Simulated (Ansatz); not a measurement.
# MoGe2 (Pnma, No. 62, 12 atoms in the cell; start mp-13688)

Level of theory: r²SCAN (Ansatz, an electronic-structure program, plane waves, PAW).

Numerical settings: plane-wave cutoff 500 eV, 6×12×6 k mesh (along the axes of the cell as run), Fermi–Dirac smearing 0.05 eV, no spin polarisation, scalar-relativistic PAW data made under PBE.

Cell (relaxed at this level):

```
CELL_PARAMETERS angstrom
      6.35110     0.00000     0.00000
      0.00000     3.46024     0.00000
      0.00000     0.00000     8.57502
ATOMIC_POSITIONS crystal
  Ge 0.93666 0.25000 0.36856
  Ge 0.06334 0.75000 0.63144
  Ge 0.56334 0.75000 0.86856
  Ge 0.43666 0.25000 0.13144
  Ge 0.63522 0.75000 0.45963
  Ge 0.36478 0.25000 0.54037
  Ge 0.86478 0.25000 0.95963
  Ge 0.13522 0.75000 0.04037
  Mo 0.25019 0.25000 0.82903
  Mo 0.74981 0.75000 0.17097
  Mo 0.24981 0.75000 0.32903
  Mo 0.75019 0.25000 0.67097
```

For MoGe2 (Pnma, No. 62, 12 atoms in the cell; start mp-13688), the band gap comes out as none.

Note: the relaxation could not lower the start's symmetry, so the cell can be a saddle point above a distorted one.

Spin–orbit coupling is not included.

A start named mp-… is a Materials Project structure, which need not be a measured phase.
